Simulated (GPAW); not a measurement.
A working GPAW input for ReW₃ (Cmmm, 4 atoms in the cell) (DFT LDA (Perdew-Wang 92), plane waves, GPAW PAW datasets LDA (gpaw-data 1.0.1)):

```python
from ase import Atoms
from ase.dft.kpoints import monkhorst_pack
from ase.units import GPa
from gpaw import GPAW, PW, FermiDirac

atoms = Atoms(['Re', 'W', 'W', 'W'],
              cell=[[1.578770, -2.245370, 0.000000],
                    [1.578770, 2.245370, 0.000000],
                    [0.000000, 0.000000, 8.979680]],
              scaled_positions=[[0.000000, 0.000000, 0.000000],
                                [0.500000, 0.500000, 0.750720],
                                [0.500000, 0.500000, 0.249280],
                                [0.000000, 0.000000, 0.500000]],
              pbc=True)

calc = GPAW(mode=PW(550),
            xc='LDA',
            kpts=monkhorst_pack((8, 8, 3)) + [0, 0, 0.5 / 3],
            occupations=FermiDirac(0.1),
            nbands=-10,
            convergence={'forces': 0.001},
            symmetry={'symmorphic': False, 'tolerance': 0.0005},
            maxiter=150)

atoms.calc = calc

energy = atoms.get_potential_energy()
print('Energy (eV):', round(energy, 6))
forces = atoms.get_forces()
print('Forces (eV/Ang):')
print(forces.round(5))
stress = atoms.get_stress()
print('Stress (GPa, Voigt):', (stress / GPa).round(4))
```

The run converged in 20 iterations: free energy E − TS (from the program's reference atoms) -51.0255 eV; Fermi level (on the code's own zero) 14.08 eV; pressure -16.19 GPa; largest force (vector length) 0.258 eV/Å. Each of these slips is then made, one at a time:

(1)
```diff
-              scaled_positions=[[0.000000, 0.000000, 0.000000],
-                                [0.500000, 0.500000, 0.750720],
-                                [0.500000, 0.500000, 0.249280],
-                                [0.000000, 0.000000, 0.500000]],
+              positions=[[0.000000, 0.000000, 0.000000],
+                         [0.500000, 0.500000, 0.750720],
+                         [0.500000, 0.500000, 0.249280],
+                         [0.000000, 0.000000, 0.500000]],
```

(2)
```diff
-            maxiter=150)
+            maxiter=5)
```

Problem. Predict the outcome of each change.

Solution. 
(1) Fractional and Cartesian coordinates mixed up. The run converged in 47 iterations without an error; against the sound input the free energy goes up by 580 eV/atom, the pressure goes from -16.19 to 3117 GPa and the largest force goes from 0.258 to 2359 eV/Å.

(2) An iteration limit that is too low. The run ended unconverged after 5 iterations, with the message: gpaw.KohnShamConvergenceError: Did not converge! See text output for help..

The starting cell comes from a database of computed structures (which also holds hypothetical and non-ambient phases and stackings), without a prior relaxation at this level. Spin polarisation is off. In the base run, with a pressure of about -16 GPa the cell is away from its equilibrium volume at this level.

Left out of this page: 4 runs of the series outside the window shown, repeating another row's setting, or not comparable; 1 run of the series held back from this collection.
